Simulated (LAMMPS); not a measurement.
Simulation of 160 Ga and 160 N atoms arriving one at a time, 3 ps apart with 0.2 eV each, on 1061 Å² of the (0001) face of GaN (wurtzite) held at 400 K.

Method: classical MD, pair style sw, file GaN.sw (LAMMPS).

| Quantity | Result |
|---|---|
| mean height of the film | 4.7 Å |
| rms roughness | 1.6 Å |
| share of arrivals that stuck | 293 of 320 |
| share of arrivals found below the old surface | 0 of 293 |
| substrate atoms found in the film | 0 |
| composition of the film | 55 % Ga, 45 % N |
| cost | around 60 core-minutes (rough) |

Potential: file GaN.sw of the LAMMPS distribution; its header cites Bere and Serra, Phil Mag 86, 2159 (2006).

Caution: growth rates of MD are many orders above those of real deposition. Caution: the face is polar, and the species on top of the substrate isn't recorded.
